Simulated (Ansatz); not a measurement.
## Converging the k-point mesh at a smearing width of 0.02 eV: Au (Fm-3m, 1 atom in the cell)

```
Au
1.0
    0.00000     2.03388     2.03388
    2.03388     0.00000     2.03388
    2.03388     2.03388     0.00000
Au
1
Direct
  0.00000   0.00000   0.00000
```

Level of theory: PBEsol, PAW files made with PBE (plane waves; Ansatz, a program for electronic structure).

Base settings: basis.ecutwfc = 420 eV; kpoints.mp_grid.grid = 14 14 14; hamiltonian.xc = pbesol; hamiltonian.pseudopotentials = {kind: paw} (the program's default PAW files); scf.occupations.method = fermi_dirac; scf.occupations.width = 0.1 eV.

In this ladder: scf.occupations.width = 0.02 eV.

Only quantities that move along the ladder and can be compared are tabulated.

The count of work is k-points × plane waves × bands × iterations; it is no time. 

The starting cell has typed, rounded lattice constants, without a prior relaxation at this level. Its lattice was rescaled by up to half a per cent. Ansatz's pressure includes its estimate of the finite-basis (Pulay) stress.

Steps (kpoints.mp_grid.grid): 5 5 5; 6 6 6; 7 7 7; 9 9 9; 10 10 10; 13 13 13; 15 15 15; 18 18 18; 22 22 22; 27 27 27; 33 33 33.

Task: What is the coarsest kpoints.mp_grid.grid that holds the free energy within 2 meV/atom of the last step, with all finer ones?

Result: 15 15 15, at 0.12 of the last step's count of work; the step before is off by 3.7 meV/atom.

Task: What is the coarsest kpoints.mp_grid.grid that holds the pressure within 0.1 GPa of the last step, with all finer ones?

Result: 22 22 22, at 0.34 of the last step's count of work; the step before is off by 0.15 GPa.

```tsv
kpoints.mp_grid.grid	free energy less the last step's (meV/atom)	pressure (GPa)	count of work / last
5 5 5	-108.41	1.38	0.012
6 6 6	75.18	3.43	0.017
7 7 7	-52.68	1.80	0.021
9 9 9	-24.73	1.95	0.036
10 10 10	22.33	2.47	0.049
13 13 13	-3.71	1.69	0.087
15 15 15	-0.14	1.83	0.12
18 18 18	-0.75	2.11	0.20
22 22 22	-0.90	1.95	0.34
27 27 27	0.56	1.95	0.58
33 33 33	0.00	1.96	1.0
```

Keys are those of Ansatz 0.2.
